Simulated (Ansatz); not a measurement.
The structure below was relaxed with r2SCAN (Ansatz, a program for electronic structure), no SOC, earlier PAW set.

Space group F-43m (No. 216); a = b = c = 5.5533 Å, α = β = γ = 90.00°

```json
[
 {"atom": "Os", "site": "4c", "symmetry": "-43m", "x": "0.2500", "y": "0.2500", "z": "0.2500"},
 {"atom": "Ga", "site": "4a", "symmetry": "-43m", "x": "0.0000", "y": "0.0000", "z": "0.0000"}
]
```

### Question
Write out a cell with all atoms.

### Answer
```
GaOs
1.0
    5.55333     0.00000     0.00000
    0.00000     5.55333     0.00000
    0.00000     0.00000     5.55333
Os Ga
4 4
Direct
  0.25000   0.25000   0.25000
  0.25000   0.75000   0.75000
  0.75000   0.25000   0.75000
  0.75000   0.75000   0.25000
  0.00000   0.00000   0.00000
  0.00000   0.50000   0.50000
  0.50000   0.00000   0.50000
  0.50000   0.50000   0.00000
```
This is the conventional cell.

Whether these cells are dynamically stable was not tested. All final runs are without spin polarisation. An odd electron count without spin: GaOs. The cell was made from GaAs by this change: As → Os; the result is a hypothetical phase, not in the database extracts checked. GaOs has a high density of states at the Fermi level and may be magnetic at this level.
